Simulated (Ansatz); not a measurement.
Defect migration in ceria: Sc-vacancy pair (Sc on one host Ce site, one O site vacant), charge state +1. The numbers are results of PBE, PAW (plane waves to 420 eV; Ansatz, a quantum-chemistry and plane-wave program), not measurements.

Settings: 96 host sites, the relaxed PBE lattice, one k-point at (0.250, 0.250, 0.250), smearing 0.01 eV, spin-restricted, no image-charge correction. No zero-point or tunnelling terms. Spin-orbit coupling is left out. The charge state is imposed; whether it is stable for some Fermi level was not computed. Forms of the defect that were not tried may lie lower.

Barriers: single points on a 2×2×2 k-point mesh shifted by half a step at the bands' geometries.

Relaxed starting cell (atoms counted from 1):

```
CELL_PARAMETERS angstrom
     10.92898     0.00000     0.00000
      0.00000    10.92898     0.00000
      0.00000     0.00000    10.92898
ATOMIC_POSITIONS crystal
  Sc 0.98688 0.01297 0.01310
  Ce 0.99963 0.00038 0.49969
  Ce 0.99947 0.50000 0.00019
  Ce 0.99988 0.49879 0.49849
  Ce 0.49998 0.00042 0.00021
  Ce 0.50125 0.00010 0.49849
  Ce 0.50114 0.49871 0.99981
  Ce 0.49975 0.50015 0.50001
  O  0.12513 0.37497 0.37470
  O  0.12448 0.37262 0.87529
  O  0.12443 0.87558 0.37164
  O  0.62462 0.37530 0.37505
  O  0.62510 0.37492 0.87456
  O  0.62509 0.87488 0.37468
  O  0.62815 0.87554 0.87529
  O  0.12462 0.12439 0.37426
  O  0.12268 0.10042 0.87699
  O  0.12513 0.62593 0.37450
  O  0.12495 0.64143 0.87481
  O  0.62493 0.12550 0.37474
  O  0.62539 0.12434 0.87513
  O  0.62464 0.62499 0.37497
  O  0.62506 0.62586 0.87446
  Ce 0.99981 0.24931 0.24905
  Ce 0.99923 0.24632 0.75228
  Ce 0.99907 0.75243 0.24608
  Ce 0.99106 0.74444 0.74401
  Ce 0.49965 0.25013 0.24992
  Ce 0.50150 0.25155 0.74990
  Ce 0.50136 0.75008 0.25130
  Ce 0.49983 0.74973 0.74948
  O  0.11902 0.12477 0.12451
  O  0.12715 0.12703 0.62336
  O  0.12679 0.62380 0.12660
  O  0.12242 0.62360 0.62305
  O  0.62252 0.12425 0.12417
  O  0.62799 0.12493 0.62573
  O  0.62767 0.62594 0.12469
  O  0.62221 0.62527 0.62511
  O  0.12451 0.37454 0.12404
  O  0.12528 0.37501 0.62562
  O  0.12254 0.87771 0.09870
  O  0.12465 0.87547 0.64066
  O  0.62493 0.37491 0.12525
  O  0.62477 0.37521 0.62470
  O  0.62543 0.87529 0.12406
  O  0.62494 0.87469 0.62559
  Ce 0.24749 0.00100 0.24595
  Ce 0.25575 0.00900 0.74411
  Ce 0.24979 0.49860 0.25132
  Ce 0.25026 0.50029 0.74950
  Ce 0.75061 0.00011 0.24905
  Ce 0.75379 0.00086 0.75231
  Ce 0.74978 0.50031 0.24981
  Ce 0.74835 0.49854 0.74997
  O  0.37391 0.37232 0.12473
  O  0.37470 0.37774 0.62511
  O  0.37629 0.87313 0.12668
  O  0.37638 0.87767 0.62319
  O  0.87554 0.37730 0.12410
  O  0.87506 0.37213 0.62577
  O  0.87526 0.88091 0.12434
  O  0.87296 0.87309 0.62333
  O  0.37154 0.12250 0.12212
  O  0.37708 0.12791 0.62283
  O  0.37676 0.62314 0.12762
  O  0.37259 0.62749 0.62712
  O  0.87471 0.12515 0.12493
  O  0.87778 0.12244 0.62809
  O  0.87745 0.62826 0.12223
  O  0.87206 0.62307 0.62279
  Ce 0.24735 0.24640 0.00049
  Ce 0.24976 0.25163 0.49835
  Ce 0.25554 0.74440 0.00861
  Ce 0.25033 0.74983 0.49982
  Ce 0.75072 0.24920 0.99991
  Ce 0.74997 0.25007 0.50011
  Ce 0.75368 0.75255 0.00053
  Ce 0.74830 0.75017 0.49828
  O  0.37397 0.12485 0.37188
  O  0.37632 0.12678 0.87275
  O  0.37459 0.62528 0.37744
  O  0.37660 0.62337 0.87731
  O  0.87558 0.12432 0.37714
  O  0.87519 0.12469 0.88060
  O  0.87494 0.62600 0.37186
  O  0.87309 0.62376 0.87288
  O  0.37500 0.37520 0.37499
  O  0.37410 0.37484 0.87453
  O  0.37409 0.87464 0.37471
  O  0.35917 0.87519 0.87490
  O  0.87450 0.37497 0.37475
  O  0.87570 0.37458 0.87514
  O  0.87567 0.87531 0.37419
  O  0.90060 0.87746 0.87699
```
Cell charge +1.

End state 1 differs by these moves (Å; atoms that move under 0.08 Å are left out):

```csv
atom,element,Δx,Δy,Δz
1,Sc,0.00,0.00,-0.29
11,O,0.00,0.00,-0.14
17,O,-0.04,0.27,-0.02
19,O,0.02,-0.19,-0.02
26,Ce,-0.09,-0.09,0.11
27,Ce,0.09,0.09,0.11
32,O,0.04,-0.28,-0.02
34,O,-0.02,0.19,-0.02
42,O,0.00,0.00,-2.16
43,O,0.00,0.00,-0.14
48,Ce,0.09,0.09,0.11
49,Ce,-0.09,-0.09,0.11
58,O,-0.19,0.02,-0.02
62,O,0.27,-0.04,-0.02
64,O,0.05,0.05,0.05
70,O,-0.05,-0.05,0.05
74,Ce,0.00,0.00,-0.19
81,O,-0.05,-0.05,0.05
87,O,0.05,0.05,0.05
91,O,0.19,-0.02,-0.02
95,O,-0.28,0.04,-0.02
```

### Question
What is the computed forward and backward barriers to end state 1 (PBE, PAW)?

### Answer
forward 0.28 eV, backward 0.28 eV; at the saddle point atom 42 has neighbours Ce at 2.09; Sc at 2.06 Å. The saddle point's order was not checked, and it lies on a symmetry element of the cell, where a band can be held.

End state 2 differs by these moves (Å; atoms that move under 0.08 Å are left out):

| atom | element | Δx | Δy | Δz |
|---|---|---|---|---|
| 3 | Ce | -0.09 | -0.09 | 0.09 |
| 10 | O | 0.00 | 0.18 | 0.00 |
| 17 | O | -0.01 | 0.15 | 0.01 |
| 19 | O | 0.16 | 2.08 | -0.16 |
| 27 | Ce | 0.02 | 0.16 | -0.03 |
| 34 | O | -0.02 | 0.01 | -0.23 |
| 35 | O | 0.03 | -0.01 | 0.18 |
| 42 | O | 0.04 | 0.02 | 0.22 |
| 43 | O | -0.03 | 0.02 | -0.25 |
| 49 | Ce | -0.08 | -0.14 | 0.08 |
| 51 | Ce | 0.09 | -0.10 | -0.10 |
| 57 | O | 0.03 | -0.07 | -0.03 |
| 59 | O | -0.05 | -0.07 | 0.05 |
| 65 | O | -0.03 | -0.07 | 0.03 |
| 67 | O | 0.05 | -0.07 | -0.05 |
| 74 | Ce | 0.03 | 0.16 | -0.02 |
| 83 | O | -0.17 | -0.01 | -0.03 |
| 87 | O | 0.23 | 0.01 | 0.02 |
| 91 | O | 0.25 | 0.02 | 0.04 |
| 95 | O | -0.22 | 0.02 | -0.04 |

### Question
Predict the forward and backward barriers to end state 2 from PBE, PAW.

### Answer
forward 0.62 eV, backward 0.11 eV; at the saddle point atom 19 has neighbours 2 Ce at 2.11 Å. The saddle point's order was not checked, and it lies on a symmetry element of the cell, where a band can be held.
